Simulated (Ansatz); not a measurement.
Data:

```xyz
2
Lattice="2.7924 0.0000 0.0000 0.0000 2.7924 0.0000 0.0000 0.0000 4.0894" Properties=species:S:1:pos:R:3 pbc="T T T"
Al     1.3962     1.3962     2.0447
Ti     0.0000     0.0000     0.0000
```

No spin polarisation.

Level of theory: r2SCAN (Ansatz, an electronic-structure program; PAW; 500 eV plane waves; no spin-orbit coupling), earlier PAW set. Settings: 20×20×14 k-points, 0.1 eV Fermi–Dirac smearing.

Problem. What is the computed space group?

Solution. P4/mmm (No. 123).

Problem. What is the computed mean in-plane stress (compression positive)?

Solution. +1.4 GPa.

The cells carry an imposed strain or load. No phonon test of stability was made. All final runs are without spin polarisation. The cell was made from TiAl (space group P4/mmm, No. 123) by this change: biaxial strain −0.72 %, plane normal [001], relaxed out of plane.
